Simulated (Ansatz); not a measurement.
Parameter sweep on K (Im-3m, 1 atom in the cell)

```
CELL_PARAMETERS angstrom
     -2.68542     2.68542     2.68542
      2.68542    -2.68542     2.68542
      2.68542     2.68542    -2.68542
ATOMIC_POSITIONS crystal
  K  0.00000 0.00000 0.00000
```

Base run A: PBE, PAW files run with Ansatz (a program for electronic structure), self-consistent single point.

Its settings: basis.ecutwfc = 420 eV; kpoints.mp_grid.grid = 9 9 9; hamiltonian.xc = pbe; hamiltonian.pseudopotentials = {kind: paw} (the program's default PAW files); scf.occupations.method = cold; scf.occupations.width = 0.2 eV.

The starting cell comes from a database of computed structures (which also holds hypothetical and non-ambient phases and stackings), without a prior relaxation at this level. Its lattice was rescaled by a random factor within 2.5 % of one. Ansatz's pressure includes its estimate of the finite-basis (Pulay) stress.

Runs:
- B: hamiltonian.xc: pbe → lda [LDA (PW92)]
- C: hamiltonian.xc: pbe → pbesol [PBEsol]
- D: hamiltonian.xc: pbe → rpbe [RPBE]
- E: hamiltonian.xc: pbe → revpbe [revPBE]
- F: hamiltonian.xc: pbe → blyp [BLYP]
- G: basis.ecutwfc: 420 eV → 500 eV; hamiltonian.xc: pbe → r2scan [r2SCAN]

```json
[
 {"run": "A", "pressure (GPa)": "-0.17"},
 {"run": "B", "pressure (GPa)": "-0.60"},
 {"run": "C", "pressure (GPa)": "-0.29"},
 {"run": "D", "pressure (GPa)": "0.12"},
 {"run": "E", "pressure (GPa)": "0.08"},
 {"run": "F", "pressure (GPa)": "-0.08"},
 {"run": "G", "pressure (GPa)": "-0.05"}
]
```

Run E against A: The pressure goes from -0.17 to 0.08 GPa.

Run C against A: The pressure goes from -0.17 to -0.29 GPa.

Run D against A: The pressure goes from -0.17 to 0.12 GPa.

Keys are those of Ansatz 0.2.
